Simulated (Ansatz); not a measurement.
Consider Re in the diamond structure (space group Fd-3m, No. 227; a = 5.5938 Å; a hypothetical phase, not in the database extracts checked).

Modification: a hydrostatic pressure of 1.5 GPa.

Levels (all Ansatz, an electronic-structure program, PAW): PBEsol (420 eV, scalar-relativistic without spin-orbit coupling); PBEsol+SOC (420 eV, noncollinear with spin-orbit coupling).

The geometry is relaxed with PBEsol.

```
Quantity          Result
---------------  -------
PBEsol pressure  1.5 GPa
```

Problem. Predict the pressure from PBEsol+SOC.

Solution. The pressure rises by 0.6 GPa to 2.1 GPa.

Single points use the geometry relaxed with PBEsol. Differences between runs with and without spin-orbit coupling are approximate. Load acts through the strain it causes; cell and atoms are relaxed under it. Whether these cells are dynamically stable was not tested. The runs without spin-orbit coupling are not spin-polarised.
